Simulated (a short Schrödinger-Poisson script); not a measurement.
From a short Schrödinger-Poisson script (our own, NumPy): 1D Poisson equation in equilibrium, electrons quantum, Hartree (BenDaniel-Duke, 40 states a valley, the channel's in-plane mass for all, wave functions free to enter the barrier), parabolic valleys, classical holes, donors ionised by Fermi statistics, acceptors fully, no traps, pinning or gate leakage.

System: gated In0.52Al0.48As/In0.53Ga0.47As modulation-doped gas in a quantum well, at 300 K.

From the gate side: 30 nm In0.52Al0.48As; 10 nm In0.52Al0.48As, donors 9.6e17 cm⁻³; 40 nm In0.52Al0.48As; 20 nm In0.53Ga0.47As; 4000 nm In0.52Al0.48As, acceptors 2e15 cm⁻³.

Constants are typed, rounded textbook-type inputs, not results; the design itself was drawn at random and stands for no fabricated device. In0.52Al0.48As: permittivity 12.5, conduction-band edge (eV) 0.52, gap (eV) 1.45, electron mass (mₑ) 0.075, Nv at 300 K (cm⁻³) 1.1e19. In0.53Ga0.47As: permittivity 13.9, conduction-band edge (eV) 0, gap (eV) 0.74, Nv at 300 K (cm⁻³) 7.7e18.

Channel valleys (confinement mass, in-plane density-of-states mass, number): Γ 0.041, 0.041, 1. At the gate the conduction-band edge of layer 1 lies 0.65 eV − eVg above the Fermi level of the channel; the field vanishes at the back. Donor level 0.02 eV below the band edge. The barrier under the gate holds no holes. Gaps are held at their typed values at every temperature. Mesh 0.08 nm at interfaces.

### Question
Give the sheet density of all electrons at Vg = -0.1 V (cm⁻²); the capacitance at Vg = 0.4 V (μF/cm²); the lowest subband against the Fermi level at Vg = 0.4 V (meV).

### Answer
sheet density of all electrons at Vg = -0.1 V (cm⁻²): 9.10e10; capacitance at Vg = 0.4 V (μF/cm²): 0.217; lowest subband against the Fermi level at Vg = 0.4 V (meV): -5.6.
